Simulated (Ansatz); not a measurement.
Effect of biaxial strain +1.86 %, plane normal [001], relaxed out of plane on SiO2

Base system: SiO2 (space group P4_12_12, No. 92; a = 4.980 Å, c = 6.918 Å). Axes: x, y, z lie along a, b, c of the conventional cell.

Perturbation: biaxial strain +1.86 %, plane normal [001], relaxed out of plane (Cartesian); in-plane vectors clamped, the third vector and the atoms free.

Calculations: r2SCAN (Ansatz, an electronic-structure program; PAW; 500 eV plane waves; no spin-orbit coupling). k-mesh 6×6×4 (Γ-centred); smearing 0.05 eV (Fermi–Dirac).

```csv
quantity,base,changed,shift
volume per atom,14.30 Å³,14.96 Å³,+0.66 Å³
space group,P4_12_12 (No. 92),P4_12_12 (No. 92),–
shortest interatomic distance,161.2 pm,161.2 pm,0.0 pm
band gap,6.35 eV,6.23 eV,-0.112 eV
gap character,direct at Γ,direct at Γ,–
width of the top valence band,0.62 eV,0.66 eV,+0.048 eV
electron mass,0.53 mₑ (at Γ),0.54 mₑ (at Γ),–
"valence-band top at Γ (three highest levels, from the VBM)","0.00, -0.31, -0.31 eV","0.00, -0.26, -0.26 eV",–
out-of-plane strain,–,+0.81 %,–
ratio −ε⊥/ε∥,–,-0.44,–
mean in-plane stress (compression positive),–,-1.0 GPa,–
```

Masses are band curvatures over ±0.01 Å⁻¹ around the edge. Whether these cells are dynamically stable was not tested.
